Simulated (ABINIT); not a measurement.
A self-consistent single point of V₃Fe (Fm-3m, 4 atoms in the cell) with ABINIT.

Computed with PBEsol, PAW (JTH v2.0 PBE PAW, files made for PBE) (plane waves; ABINIT).

```yaml
crystal:
  lattice:
    - [0.00000, 2.89906, 2.89906]
    - [2.89906, 0.00000, 2.89906]
    - [2.89906, 2.89906, 0.00000]
  atoms:
    - { symbol: V, position: [0.25000, 0.25000, 0.25000] }
    - { symbol: V, position: [0.75000, 0.75000, 0.75000] }
    - { symbol: V, position: [0.50000, 0.50000, 0.50000] }
    - { symbol: Fe, position: [0.00000, 0.00000, 0.00000] }
```

Reference input (self-consistent single point, DFT, PBEsol, plane waves, PAW (JTH v2.0 PBE PAW, files made for PBE)): pseudos = [V.GGA_PBE-JTH.xml, Fe.GGA_PBE-JTH.xml]; ecut = 816 eV; pawecutdg = 1633 eV; pawxcdev = 0; ixc = -116133; occopt = 6; tsmear = 0.05 eV; ngkpt = 6 6 6; nshiftk = 1; shiftk = 0 0 0; potentials = JTH v2.0 PBE PAW; nband = 36. This run's input differs from it in these lines:

```diff
@@ -21,4 +21,4 @@
 ixc -116133
-occopt 6
-tsmear 0.05 eV
+occopt 7
+tsmear 0.1 eV
 nband 36
```

Output, abridged:

```
--- !BeginCycle
solver: {iscf: 17, nstep: 50, nline: 4, wfoptalg: 10, }
tolerances: {toldfe: 1.00E-09, }
...

     iter   Etot(hartree)      deltaE(h)  residm     nres2
 ETOT  1  -333.29210552484    -3.333E+02 2.241E+01 7.416E+02
 ETOT  2  -345.26451065971    -1.197E+01 3.000E-01 3.225E+03
 ETOT  3  -340.86369896311     4.401E+00 9.205E-02 7.924E+02
 ETOT  4  -340.46069653375     4.030E-01 3.898E-02 6.023E+01
 ETOT  5  -340.46736044315    -6.664E-03 7.906E-03 4.281E+01
   [... 16 lines left out ...]
 ETOT 22  -340.42480061584     8.511E-07 5.753E-05 2.465E-04
 ETOT 23  -340.42480056186     5.398E-08 3.498E-05 1.547E-05
 ETOT 24  -340.42480056148     3.787E-10 6.401E-05 1.347E-07
 ETOT 25  -340.42480056171    -2.281E-10 3.144E-05 2.122E-07
 At SCF step   25, etot is converged :
  for the second time, diff in etot=  2.281E-10 < toldfe=  1.000E-09

 Cartesian components of stress tensor (hartree/bohr^3)
  sigma(1 1)=  1.48175922E-04  sigma(3 2)=  0.00000000E+00
  sigma(2 2)=  1.48175922E-04  sigma(3 1)=  0.00000000E+00
  sigma(3 3)=  1.48175922E-04  sigma(2 1)=  0.00000000E+00

 ----iterations are completed or convergence reached----

 reduced coordinates (array xred) for    4 atoms
       0.250000000000      0.250000000000      0.250000000000
       0.750000000000      0.750000000000      0.750000000000
       0.500000000000      0.500000000000      0.500000000000
       0.000000000000      0.000000000000      0.000000000000
 cartesian forces (eV/Angstrom) at end:
    1     -0.00000000000000     0.00000000000000    -0.00000000000000
   [... lines left out ...]
 Fermi (or HOMO) energy (hartree) =   0.39766   Average Vxc (hartree)=  -0.47048
 Fermi (or HOMO) energy (eV) =  10.82080   Average Vxc (eV)= -12.80240
   [... lines left out ...]
'-kT*entropy'       : -4.95874208283060E-04
total_energy        : -3.40424792177947E+02
total_energy_eV     : -9.26342969541485E+03
...

-Cartesian components of stress tensor (GPa)         [Pressure= -4.3595E+00 GPa]
- sigma(1 1)=  4.35948539E+00  sigma(3 2)=  0.00000000E+00
- sigma(2 2)=  4.35948539E+00  sigma(3 1)=  0.00000000E+00
- sigma(3 3)=  4.35948539E+00  sigma(2 1)=  0.00000000E+00

 Calculation completed.
```

The run converged in 25 iterations. Against the reference run the free energy drops by 2.0 meV/atom and the pressure goes from -4.49 to -4.36 GPa.

The starting cell comes from a database of computed structures (which also holds hypothetical and non-ambient phases and stackings), without a prior relaxation at this level. Spin polarisation is off. The potentials were made for another functional than the one used. With a pressure of about -4 GPa the cell is away from its equilibrium volume at this level.

Cost on one core of a shared machine: roughly 3 min.
